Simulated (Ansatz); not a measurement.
Base system: CdTe in the zinc blende structure (space group F-43m, No. 216; a = 6.5578 Å).

All numbers come from r2SCAN (Ansatz, a quantum-chemistry and plane-wave program, PAW, no SOC).

Base values:

| Quantity | Result |
|---|---|
| Pressure | 0.00 GPa |
| Valley order | Γ 1.17 eV; L along ⟨111⟩ 2.20 eV; a point along ⟨100⟩, about 0.9 Å⁻¹ from Γ 2.94 eV |

It is then changed as follows: an isotropic linear strain of −2.00 %, atoms relaxed at fixed cell.

### Question
How does this affect the pressure?

### Answer
The pressure goes from zero to 2.81 GPa.

### Question
How does this affect the valley order?

### Answer
The valley order (the lowest conduction-band minima on the path, energy above the VBM, named in the base's zone) goes from Γ 1.17 eV; L along ⟨111⟩ 2.20 eV; a point along ⟨100⟩, about 0.9 Å⁻¹ from Γ 2.94 eV to Γ 1.36 eV; L along ⟨111⟩ 2.27 eV; a point along ⟨100⟩, about 0.9 Å⁻¹ from Γ 2.84 eV.

Spin-orbit coupling, missing from the scalar runs, can matter with Te. The levels and masses belong to the bands next to the band gap. No phonon test of stability was made.
